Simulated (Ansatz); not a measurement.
For C11b MoSi2, BLYP in Ansatz (plane waves, PAW) gives:

| Quantity | Result |
|---|---|
| equilibrium lattice constant a | 3.277 Å |
| lattice parameter c | 7.962 Å |
| bulk modulus | 169 GPa |
| cohesive energy | 4.66 eV/atom |

**Question.** What does r²SCAN (PAW; Ansatz, a first-principles code) give for the same quantities?

**Answer.** 
- lattice constant a: 3.202 Å (decreases by 2.3 %)
- lattice parameter c: 7.818 Å (shrinks by 1.8 %)
- bulk modulus: 217 GPa (grows by 28 %)
- cohesive energy: 5.46 eV/atom (grows by 0.80 eV/atom)

For comparison: lattice constant a 3.205 Å (measured, temperature not stated, not corrected to a static lattice; as tabulated in Pavlosiuk et al. (2022), arXiv:2202.05362); lattice parameter c 7.845 Å (measured, temperature not stated, not corrected to a static lattice; as tabulated in Pavlosiuk et al. (2022), arXiv:2202.05362); bulk modulus 222 ± 2 GPa (measured, room temperature, not corrected to a static lattice, B' = 4; as tabulated in Structural stability of MoSi2 and Mo5Si3 under high pressure, Chin. Phys. B 26 …).

Changes are worked out from the printed values.

Unless a cell is named, each level is at its own relaxed cell (BLYP 14.25, r²SCAN 13.36 Å³/atom).

Ansatz's density-functional and Hartree–Fock values are scalar-relativistic unless marked +SOC, with PAW data made under PBE.
